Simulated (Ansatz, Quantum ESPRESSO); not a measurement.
A Quantum ESPRESSO input for a self-consistent single point of ZnS (F-43m, 2 atoms in the cell) (DFT, PBE, plane waves, PseudoDojo stringent norm-conserving (PBE) pseudopotentials):

```fortran
&CONTROL
 calculation = 'scf'
 prefix = 'scf'
 outdir = './out'
 pseudo_dir = './'
 tprnfor = .true.
 tstress = .true.
/
&SYSTEM
 ibrav = 2
 celldm(1) = 10.018949968
 nat = 2
 ntyp = 2
 ecutwfc = 85
 occupations = 'smearing'
 smearing = 'fd'
 degauss = 0.0036749
/
&ELECTRONS
 conv_thr = 1.0d-10
 mixing_beta = 0.3
/
ATOMIC_SPECIES
Zn    65.3800  Zn.upf
S     32.0600  S.upf
ATOMIC_POSITIONS {crystal}
Zn    0.000000000    0.000000000    0.000000000
S     0.250000000    0.250000000    0.250000000
K_POINTS {automatic}
7 7 7  0 0 0
```

Translate this input to Ansatz (a program for electronic structure).

This is the input that was run; spellings and numerical settings could be chosen otherwise.

Ansatz 0.2 input:
```yaml
crystal:
  lattice:
    - [0.000000, 2.650900, 2.650900]
    - [2.650900, 0.000000, 2.650900]
    - [2.650900, 2.650900, 0.000000]
  atoms:
    - { symbol: Zn, position: [0.000000, 0.000000, 0.000000] }
    - { symbol: S, position: [0.250000, 0.250000, 0.250000] }
kpoints:
  mp_grid: { grid: [7, 7, 7] }
hamiltonian:
  xc: pbe
  pseudopotentials: { kind: paw }
scf:
  occupations: { method: fermi_dirac, width: 0.05 eV }
output:
  forces: true
  eigenvalues: true
  stress: true
```

Basis, cutoffs, solver keys and any potentials are the target program's own. This input uses DFT, PBE, plane waves, default PAW files. Both were run: pressure 6.55 GPa in Quantum ESPRESSO and 6.49 in Ansatz; gap on the mesh 2.364 eV in Quantum ESPRESSO and 2.361 in Ansatz. Ansatz's pressure is the one without its finite-basis correction.

On Ansatz: the starting cell has typed, rounded lattice constants, without a prior relaxation at this level. For this run, on top of that: lattice scaled by 0.98. With a pressure of about 7 GPa the cell is away from its equilibrium volume at this level.

On Quantum ESPRESSO: the starting cell has typed, rounded lattice constants, without a prior relaxation at this level. For this run, on top of that: lattice scaled by 0.98. With a pressure of about 7 GPa the cell is away from its equilibrium volume at this level.
